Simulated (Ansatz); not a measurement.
The cell is built on a prototype and need not be the phase stable at ambient conditions.

By r2SCAN, the system below comes out a metal.

A figure of merit of an interconnect metal is its ballistic conductance per area.

Data:

```
CELL_PARAMETERS angstrom
      4.03660     0.00000     0.00000
      0.00000    11.44190     0.00000
      0.00000     0.00000     4.03616
ATOMIC_POSITIONS crystal
  Ga 0.75000 0.12499 0.25001
  Ga 0.25000 0.37501 0.75001
  Ga 0.25000 0.87501 0.74999
  Ga 0.75000 0.62499 0.24999
  Sb 0.75000 0.87499 0.24998
  Sb 0.25000 0.62501 0.74998
  Sb 0.25000 0.12501 0.75002
  Sb 0.75000 0.37499 0.25002
```

Space group of this cell: I4/mmm, rock salt. The cell was relaxed by PBE-D3(BJ); by r2SCAN its mean pressure is 0.9 GPa.

The current flows along the normal of the first two printed cell vectors. No spin-orbit coupling; the value is a mean over 0.1 eV about the Fermi level.

Task: Give the ballistic conductance per area that r2SCAN (Ansatz, a quantum-chemistry and plane-wave program) yields.

Result: 1.1 × 10¹⁵ S/m² for both spins.
